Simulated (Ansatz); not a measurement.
The reference is AgCl in the rock salt structure (space group Fm-3m, No. 225; a = 5.447 Å).

Level of theory: Kohn–Sham DFT with the PBEsol functional, run in Ansatz (a program for electronic structure) with PAW and 420 eV plane waves, no spin-orbit coupling.

For the base:

The smallest direct gap is 3.03 eV and the valley order is Γ 0.72 eV; X along ⟨100⟩ 2.13 eV. The volume per atom is 20.21 Å³.

One thing is altered: cell and atoms relaxed at a pressure of 9 GPa.

**Question.** How does this affect the smallest direct gap, valley order and volume per atom?

**Answer.** The smallest direct gap goes up by 0.46 eV (3.03 eV → 3.49 eV); the valley order (the lowest conduction-band minima on the path, energy above the VBM, named in the base's zone) becomes Γ 0.76 eV; X along ⟨100⟩ 1.89 eV (base: Γ 0.72 eV; X along ⟨100⟩ 2.13 eV); the volume per atom decreases by 2.23 Å³, from 20.21 Å³ to 17.98 Å³.

Load acts through the strain it causes; cell and atoms are relaxed under it. Stability against distortions was not tested. No other phases were tried under pressure.
